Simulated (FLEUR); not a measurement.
FLEUR run on YbIn5Rh (P4/mmm, 7 atoms in the cell): self-consistent single point.

Level of theory: PBEsol, all-electron FLAPW (FLEUR), scalar-relativistic valence.

```
CELL_PARAMETERS angstrom
      4.68710     0.00000     0.00000
      0.00000     4.68710     0.00000
      0.00000     0.00000     7.55496
ATOMIC_POSITIONS crystal
  Yb 0.00000 0.00000 0.00000
  In 0.50000 0.50000 0.00000
  In 0.50000 0.00000 0.30001
  In 0.50000 0.00000 0.69999
  In 0.00000 0.50000 0.30001
  In 0.00000 0.50000 0.69999
  Rh 0.00000 0.00000 0.50000
```

Reference input (self-consistent single point, DFT, LDA (Perdew-Zunger), all-electron FLAPW (FLEUR), scalar-relativistic valence): Kmax = 4.1 1/bohr; GmaxXC = 16.4 1/bohr; xcFunctional = pz; jspins = 1; l_soc = F; mode = gauss; fermiSmearingEnergy = 0.00367493 Htr; mesh (inpgen div1-3) = 5 5 3; inpgen gamma flag = false; Gmax = 16.4 1/bohr; numbands = 0; maxIterBroyd = 15. This run's input differs from it in these lines:

```diff
@@ -19,3 +19,3 @@
 &comp jspins=1 /
-&exco xctyp='pz' /
+&exco xctyp='PBEs' /
 &kpt div1=5 div2=5 div3=3 /
@@ -32,3 +32,3 @@
       <coreElectrons ctail="T" frcor="F" kcrel="0" coretail_lmax="0"/>
-      <xcFunctional name="pz" relativisticCorrections="F"/>
+      <xcFunctional name="PBEs" relativisticCorrections="F"/>
       <magnetism jspins="1"/>
```

Output, abridged:

```
 Iteration:     1   Distance:     112.83653968 me/bohr^3
 Iteration:     2   Distance:      26.71940411 me/bohr^3
 Iteration:     3   Distance:      21.76291894 me/bohr^3
 Iteration:     4   Distance:      11.97446170 me/bohr^3
 Iteration:     5   Distance:       3.82392059 me/bohr^3
   [... 19 lines left out ...]
 Iteration:    25   Distance:       0.00007552 me/bohr^3
 Iteration:    26   Distance:       0.00005362 me/bohr^3
 Iteration:    27   Distance:       0.00001201 me/bohr^3
 Iteration:    28   Distance:       0.00000952 me/bohr^3
 Reset of history
 Run finished successfully
 Stop message:
   Structural relaxation: new displacements generated

[file out, last iteration]
             iter=     29
[...]
          total density-effective poten   -8.0645525720E+04
          total charge density-energy d   -1.2136715182E+03
 Updated energy parameters for spin:           1
[...]
 fermi energy and band-weighting factors:
   [... 7 lines left out ...]

[...]
FERMIE:
          first approx. to ef    (T=0)  :   0.309607 htr   (energy of the highest occ. eigenvalue)
          number of occ. states  (T=0)  :        623
          first approx. to seigv (T=0)  : -16.722487 htr
          sum of weights of occ. states :  52.013333
          sum of semicore charge        :   0.000000 e
          fermi energy=   0.31145 har   work function=  -8.47499 ev
   [... lines left out ...]
          total moment                 =     0.00000
 Direct bandgap for spin            1 :    1.6318503581295829E-002  Htr
 ---->    free energy=                    -48257.7911132328 htr
   [... lines left out ...]
 TOTAL FORCE FOR ATOM TYPE=  2  X=  4.429   Y=  4.429   Z=  0.000
                       FX_TOT= 0.000000 FY_TOT= 0.000000 FZ_TOT= 0.000000
 TOTAL FORCE FOR ATOM TYPE=  3  X=  4.429   Y=  0.000   Z=  4.283
                       FX_TOT= 0.000000 FY_TOT= 0.000000 FZ_TOT= 0.002408
 TOTAL FORCE FOR ATOM TYPE=  4  X=  0.000   Y=  0.000   Z=  7.138
                       FX_TOT= 0.000000 FY_TOT= 0.000000 FZ_TOT= 0.000000
```

The run converged in 28 iterations. FLEUR gives forces in its relaxation mode, with a further iteration, so its stop message speaks of a relaxation. Against the reference run the largest force goes from 0.161 to 0.124 eV/Å.

The starting cell comes from a database of computed structures (which also holds hypothetical and non-ambient phases and stackings), without a prior relaxation at this level. Spin-orbit coupling is off. Spin polarisation is off. Values depend on the basis (sphere radii, cutoffs, local orbitals), which need not be converged. The log's line on a gap gives a spacing of levels on this mesh, which the program prints for metals too.

Cost on one core of a shared machine: roughly 6 min.
